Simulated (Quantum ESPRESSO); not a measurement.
# A series of runs on Ta2O5 (C2, 7 atoms in the cell)

```
CELL_PARAMETERS angstrom
      3.06949    -2.60454     0.00000
      3.06949     2.60454     0.00000
     -2.80466     0.00000     5.10780
ATOMIC_POSITIONS crystal
  Ta 0.22705 0.15557 0.29457
  Ta 0.84443 0.77295 0.70543
  O  0.63206 0.21436 0.64547
  O  0.78564 0.36794 0.35453
  O  0.23523 0.11119 0.96080
  O  0.88881 0.76477 0.03920
  O  0.27778 0.72222 0.50000
```

Base run A: PBEsol, GBRV 1.5 ultrasoft (PBESOL) pseudopotentials run with Quantum ESPRESSO, self-consistent single point.

Its settings: ecutwfc = 40 Ry; ecutrho = 320 Ry; occupations = fixed; potentials = {Ta: ta_pbesol_v1.uspp.F.UPF, O: o_pbesol_v1.2.uspp.F.UPF}; K_POINTS = automatic 5 5 4 0 0 0; nbnd = 34; conv_thr = 1e-10 Ry; mixing_beta = 0.7.

The starting cell comes from a database of computed structures (which also holds hypothetical and non-ambient phases and stackings), without a prior relaxation at this level. Spin-orbit coupling is off. In the base run, with a pressure of about -7 GPa the cell is away from its equilibrium volume at this level.

A dash stands where there is no value to compare (another energy zero or no entropy term, no result, no spin, no clean gap, or a mesh too coarse for one). 

Run A gave: pressure (GPa) -7.36; largest force (eV/Å) 0.187; gap on the mesh (eV) 2.533.

Runs:
- B: vdw_corr: default → grimme-d3; dftd3_version: default → 3; dftd3_threebody: default → false [PBEsol-D3(0)]
- C: vdw_corr: default → grimme-d3; dftd3_version: default → 4; dftd3_threebody: default → false [PBEsol-D3(BJ)]
- D: vdw_corr: default → grimme-d3; dftd3_version: default → 4; dftd3_threebody: default → true [PBEsol-D3(BJ) with three-body term]

Task: What does run D change against A?

Result: The pressure goes from -7.36 to -9.64 GPa, the largest force stays at 0.187 eV/Å and the gap on the mesh stays at 2.533 eV.

Task: What does run B change against A?

Result: The pressure goes from -7.36 to -9.11 GPa, the largest force goes from 0.187 to 0.195 eV/Å and the gap on the mesh stays at 2.533 eV.

Task: What does run C change against A?

Result: The pressure goes from -7.36 to -10.03 GPa, the largest force stays at 0.187 eV/Å and the gap on the mesh stays at 2.533 eV.

| run | pressure (GPa) | largest force (eV/Å) | gap on the mesh (eV) | dispersion energy (eV/atom) |
|---|---|---|---|---|
| A | -7.36 | 0.187 | 2.533 | – |
| B | -9.11 | 0.195 | 2.533 | -0.133 |
| C | -10.03 | 0.187 | 2.533 | -0.192 |
| D | -9.64 | 0.187 | 2.533 | -0.178 |

Left out of this page: 1 run of the series held back from this collection.
